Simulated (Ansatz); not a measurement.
The structure below was relaxed with PBEsol/PAW in Ansatz (a first-principles code), no spin-orbit coupling, earlier PAW set.

```
SrZrO3
1.0
    4.12990     0.00000     0.00000
    0.00000     4.12990     0.00000
    0.00000     0.00000     4.12990
Sr Zr O
1 1 3
Cartesian
  0.00000   0.00000   0.00000
  2.06495   2.06495   2.06495
  0.00000   2.06495   2.06495
  2.06495   2.06495   0.00000
  2.06495   0.00000   2.06495
```

Question: Find the space group and the Wyckoff positions.

Answer: Space group Pm-3m (No. 221); a = 4.130 Å, b = 4.130 Å, c = 4.130 Å, α = 90.00°, β = 90.00°, γ = 90.00°

```json
[
 {"atom": "Sr", "site": "1a", "symmetry": "m-3m", "x": "0.0000", "y": "0.0000", "z": "0.0000"},
 {"atom": "Zr", "site": "1b", "symmetry": "m-3m", "x": "0.5000", "y": "0.5000", "z": "0.5000"},
 {"atom": "O", "site": "3c", "symmetry": "4/mm.m", "x": "0.0000", "y": "0.5000", "z": "0.5000"}
]
```

Question: Describe the coordination.

Answer: The crystal has 5 atoms in its conventional cell. Lattice parameters: a = b = c = 4.1299 Å, α = β = γ = 90.00°. Sr is surrounded by 12 O at 2.920 Å (cuboctahedral). Zr is surrounded by 6 O at 2.065 Å (octahedral). O is surrounded by 2 Zr at 2.065 Å and 4 Sr at 2.920 Å (octahedral). (Neighbours: up to the widest gap in distance over summed covalent radii, below 1.35, at either atom; cation-cation and far metal-metal contacts left out.)

No phonon test of stability was made. The cell was made from SrTiO3 by this change: Ti → Zr; the result is a model cell. Many cubic perovskites are stable only at high temperature; tilts and polar distortions were not tested.
